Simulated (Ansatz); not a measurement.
```yaml
crystal:
  lattice:
    - [11.00000, 0.00000, 0.00000]
    - [0.00000, 11.00000, 0.00000]
    - [0.00000, 0.00000, 6.04164]
  atoms:
    - { symbol: Rb, position: [0.50000, 0.50000, 0.00000] }
    - { symbol: Cl, position: [0.50000, 0.50000, 0.50000] }
```

Calculation: PBE (plane waves to 420 eV, PAW; Ansatz, an electronic-structure program). Mesh 1×1×52. No spin polarisation. It repeats along c; a and b span vacuum. A hypothetical model. It keeps the symmetry and period of its start, so it need not be a minimum against all distortions. Pairing along the axis, which can open a gap, is among the distortions not tried.

### Question
Tabulate the two highest filled and two lowest empty levels along the axis, from the valence top.

### Answer
| k (2π/c) | v2 (eV) | v1 (eV) | c1 (eV) | c2 (eV) |
|---|---|---|---|---|
| 0.000 | -0.07 | 0.00 | 4.28 | – |
| 0.042 | -0.07 | -0.01 | 4.29 | – |
| 0.083 | -0.08 | -0.05 | 4.31 | – |
| 0.125 | -0.08 | -0.08 | 4.35 | – |
| 0.167 | -0.09 | -0.09 | 4.41 | – |
| 0.208 | -0.10 | -0.10 | 4.47 | – |
| 0.250 | -0.10 | -0.10 | – | – |
| 0.292 | -0.11 | -0.11 | – | – |
| 0.333 | -0.12 | -0.12 | – | – |
| 0.375 | -0.12 | -0.12 | – | – |
| 0.417 | -0.13 | -0.13 | – | – |
| 0.458 | -0.13 | -0.13 | – | – |
| 0.500 | -0.13 | -0.13 | – | – |
A dash stands for levels within 1 eV of the vacuum level or above it.
